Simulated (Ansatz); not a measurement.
**Thickness series in Tl**

Base system: Tl in the hcp (Mg type) structure (space group P6_3/mmc, No. 194; a = 3.521 Å, c = 5.603 Å). Axes: x lies along a and z along c of the hexagonal cell.

Free-standing slabs (1 atom(s) a layer) normal to the z axis with 15 Å of vacuum; in-plane cell held at bulk.

Computed with r2SCAN/PAW in Ansatz (a first-principles code), no SOC, earlier PAW set.

Candidates:
(a) 5 layers
(b) 3 layers
(c) 6 layers

Before the change:

```
Property                        Result
-----------------------------  -------
Shortest interatomic distance  3.461 Å
```

Question: Order them by shortest interatomic distance, lowest first.

Answer: (b) 3 layers (3.386 Å), (a) 5 layers (3.405 Å), (c) 6 layers (3.425 Å)

No phonon test of stability was made.
